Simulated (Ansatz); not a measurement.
Nb₂Sn₂O₇ (Fd-3m), PBEsol, rigid bands run with Ansatz (a program for electronic structure): N_v = 7.81e20 cm⁻³ at 300 K and a hole conductivity mass of 3.87 mₑ.

Question: For 1e16 holes per cm³ at 300 K, place the Fermi level, estimate the Seebeck coefficient of a parabolic band with constant τ, and give mobility and conductivity for τ = 5 fs.

Answer: The level lies k_BT ln(N_v/p) = 0.291 eV above the valence-band maximum. S ≈ +(k_B/e)[ln(N_v/p) + 5/2] = 1186 μV/K, against 1153 μV/K from the full bands (mean over directions). μ = eτ/m = 2.27 cm²/(V·s) and σ = peμ = 0.00364 S/cm. τ is assumed, not computed.

Band transport and this doping are assumed; polarons and phonon drag are left out. Spin-orbit coupling is left out; where it splits the top of the valence band, N_v and the p-type Seebeck coefficient come out somewhat high without it.

Computed structure with no diffraction record at hand here (it may be known, metastable or hypothetical): Nb2Sn2O7 (Fd-3m).
